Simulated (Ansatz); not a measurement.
The parent structure is Al₂O₃ in the corundum structure (space group R-3c, No. 167).

```
CELL_PARAMETERS angstrom
      2.36460     1.36520     4.29721
     -2.36460     1.36520     4.29721
      0.00000    -2.73040     4.29721
ATOMIC_POSITIONS crystal
  Al 0.64798 0.64798 0.64798
  Al 0.14798 0.14798 0.14798
  Al 0.35202 0.35202 0.35202
  Al 0.85202 0.85202 0.85202
  O  0.75000 0.44414 0.05586
  O  0.05586 0.75000 0.44414
  O  0.25000 0.55586 0.94414
  O  0.55586 0.94414 0.25000
  O  0.94414 0.25000 0.55586
  O  0.44414 0.05586 0.75000
```

Cartesian axes are those of the cell as printed.

The values are results of LDA (Ansatz, a program for electronic structure), no spin-orbit coupling, not measurements.

Strains are applied to the cell and any free atomic positions relax.

One change was made to it. Results:

The valence-band top at Γ (three highest levels, from the VBM) goes from 0.00, -0.04, -0.04 eV to 0.00, -0.07, -0.20 eV; the electron mass changes from 0.43 mₑ along c, 0.39 mₑ across (at Γ) to 0.37 mₑ along x, 0.39 mₑ along y, 0.42 mₑ along z (at Γ); the shortest interatomic distance increases by 0.7 pm, from 184.4 pm to 185.1 pm; the pressure (mean of the normal stresses, compression positive) shrinks by 5.53 GPa, from -0.01 GPa to -5.54 GPa.

Name the change that was made.
A. uniaxial strain ε_xx = +3.00 %
B. uniaxial strain ε_xx = +1.50 %
C. uniaxial strain ε_xx = +2.25 %

C, uniaxial strain ε_xx = +2.25 %. For comparison, the valence-band top at Γ in the other runs: uniaxial strain ε_xx = +3.00 % gives 0.00, -0.08, -0.25 eV; uniaxial strain ε_xx = +1.50 % gives 0.00, -0.06, -0.15 eV.

The levels and masses belong to the bands next to the band gap. Masses are band curvatures over ±0.01 Å⁻¹ around the edge. No phonon test of stability was made.
